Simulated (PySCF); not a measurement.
PySCF 2.14.0, TPSSH/def2-svp, df: Cu(SH)(PH3) ([PH3]->[Cu][SH]), 7 atoms. The geometry is a generated start, not checked to be a minimum at this level.

| Property | Result |
|---|---|
| task | energy |
| method | tpssh |
| basis | def2-svp |
| two-electron scheme | density fitting |
| mol.max_memory | 3000 MB |
| mf.max_cycle | 100 |
| mf.conv_tol | 1e-09 (default) |
| mf.grids.level | 3 (default) |
| basis functions | 87 |
| grid points | 97936 |

```xyz
7

Cu    -0.3362     0.7371     0.4286
S     -1.2526     2.3540     1.6048
H     -1.6191     1.6188     2.6406
P      0.5853    -0.8027    -0.8513
H      1.3238    -1.8475    -0.3263
H      1.4983    -0.4670    -1.8289
H     -0.1995    -1.5927    -1.6674
```

Charge 0 and multiplicity 1 are set for this test and not shown to be the ground state.

With the defaults (mf.DIIS = CDIIS, mf.diis = true, mf.init_guess = minao, newton = off, mf.diis_damp = 0, mf.diis_space = 8, mf.damp = 0, mf.diis_start_cycle = 1) it converges in 13 Fock builds. One run each on 2 threads, 1 BLAS thread, with these changes:
- mf.init_guess = huckel
- mf.init_guess = atom
- mf.damp = 0.7, mf.diis_start_cycle = 8
- mf.diis = false
- mf.diis_damp = 0.3
- mf.DIIS = EDIIS
- mf.init_guess = sap
- mf.diis_space = 5
- newton = Hessian by the SCF's own integrals

Q: Which runs fail or end elsewhere than the default run?

A: No convergence: mf.DIIS = EDIIS; mf.diis = false (the run ends without SCF convergence in 100 cycles). The rest reach the solution of the defaults.

```csv
setting,Fock builds,end
mf.diis_damp = 0.3,12,same solution
mf.init_guess = atom,12,same solution
the defaults,13,same solution
mf.init_guess = sap,13,same solution
mf.diis_space = 5,14,same solution
mf.init_guess = huckel,16,same solution
"mf.damp = 0.7, mf.diis_start_cycle = 8",16,same solution
newton = Hessian by the SCF's own integrals,43,same solution
mf.DIIS = EDIIS,101,no convergence
mf.diis = false,101,no convergence
```

Under newton the count holds the products with the orbital Hessian.
